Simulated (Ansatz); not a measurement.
# Response to strain in La

The parent structure is La (space group P6_3/mmc, No. 194; a = 3.7695 Å, c = 12.1136 Å; relaxed with 0.1 eV smearing). Axes: x lies along a and z along c of the hexagonal cell.

Strains are applied to the cell and any free atomic positions relax; under biaxial strain the out-of-plane vector relaxes too.

Calculations: PBE (Ansatz, an electronic-structure program, PAW, without spin-orbit coupling).

Notes on the quantities. pressure: mean of the normal stresses, compression positive.

```csv
change,shortest interatomic distance,pressure
base,3.729 Å,0.0 GPa
"biaxial strain −0.78 %, plane normal [001], relaxed out of plane",…,…
isotropic strain +0.81 %,3.759 Å,…
isotropic strain +1.16 %,3.773 Å,…
```

### Question
Some entries are withheld; estimate them.

### Answer

- biaxial strain −0.78 %, plane normal [001], relaxed out of plane, shortest interatomic distance: 3.727 Å
- biaxial strain −0.78 %, plane normal [001], relaxed out of plane, pressure: 0.3 GPa
- isotropic strain +0.81 %, pressure: -0.6 GPa
- isotropic strain +1.16 %, pressure: -0.8 GPa

Whether these cells are dynamically stable was not tested.
